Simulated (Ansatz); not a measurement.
Take CdF2 in the fluorite structure (space group Fm-3m, No. 225; a = 5.384 Å) as the base.

Calculations: Ansatz (a first-principles code) PBEsol, no spin-orbit coupling.

Before the change:

| Item | Value |
|---|---|
| Shortest interatomic distance | 2.331 Å |
| Band gap | 2.94 eV |
| Smallest direct gap | 3.43 eV |

Modification: hydrostatic tension (pressure −1 GPa).

Task: What does the calculation give for the shortest interatomic distance, band gap and smallest direct gap after the change?

Result: The shortest interatomic distance rises by 0.0073 Å (2.331 Å → 2.339 Å); the band gap shrinks by 0.03 eV to 2.91 eV; the smallest direct gap drops by 0.02 eV, from 3.43 eV to 3.41 eV.

Load acts through the strain it causes; cell and atoms are relaxed under it. Stability against distortions was not tested.
